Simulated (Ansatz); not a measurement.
The reference is GaSb in the zinc blende structure (space group F-43m, No. 216; a = 6.049 Å). Axes: x, y, z lie along the cube axes.

Method: LDA (Ansatz, a quantum-chemistry and plane-wave program, PAW, without spin-orbit coupling).

Before the change:

* **Shortest interatomic distance**: 4.950 bohr

Modification: biaxial strain +2.00 %, plane normal [001], relaxed out of plane (Cartesian); in-plane vectors clamped, the third vector and the atoms free.

### Question
Estimate the effect on the energy relative to the base, shortest interatomic distance and ratio −ε⊥/ε∥.

### Answer
The energy increases by 5.9 meV/atom; the shortest interatomic distance increases by 0.036 bohr (4.950 bohr → 4.986 bohr); the ratio −ε⊥/ε∥ amounts to 0.93.

No phonon test of stability was made.
